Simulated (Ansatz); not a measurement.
## Ni3Al (P6₃/mmc, No. 194, 8 atoms in the cell; start mp-1183232; a measured phase of this formula has another space group)

Level of theory: r²SCAN (Ansatz, an electronic-structure program, plane waves, PAW).

Settings: plane-wave cutoff 560 eV, 12×12×14 k mesh (along the axes of the cell as run), Fermi–Dirac smearing 0.05 eV, spin-polarised start, scalar-relativistic PAW data made under PBE.

Cell (relaxed at this level):

```cif
data_Al2Ni6
_chemical_formula_sum 'Al2 Ni6'
_space_group_name_H-M_alt 'P 1'
_space_group_IT_number 1
_cell_length_a 5.01010
_cell_length_b 5.01010
_cell_length_c 4.04100
_cell_angle_alpha 90.000
_cell_angle_beta 90.000
_cell_angle_gamma 120.000
loop_
_space_group_symop_operation_xyz
  'x, y, z'
loop_
_atom_site_label
_atom_site_type_symbol
_atom_site_fract_x
_atom_site_fract_y
_atom_site_fract_z
_atom_site_occupancy
Al1 Al 0.66667 0.33333 0.25000 1
Al2 Al 0.33333 0.66667 0.75000 1
Ni1 Ni 0.32869 0.16435 0.75000 1
Ni2 Ni 0.67131 0.83565 0.25000 1
Ni3 Ni 0.16435 0.32869 0.25000 1
Ni4 Ni 0.83565 0.67131 0.75000 1
Ni5 Ni 0.83565 0.16435 0.75000 1
Ni6 Ni 0.16435 0.83565 0.25000 1
```

```yaml
band_gap: none
bulk_modulus: 201 GPa
```

Note: the magnetic order was assumed, not searched for or taken from measurement; the relaxation could not lower the start's symmetry, so the cell can be a saddle point above a distorted one; the bulk modulus is −V dP/dV from two relaxed cells at ±2 % in volume.

The computed numbers hold no vibrational or temperature effects.

Computing time: roughly 7 core-minutes.

A start named mp-… is a Materials Project structure, which need not be a measured phase.
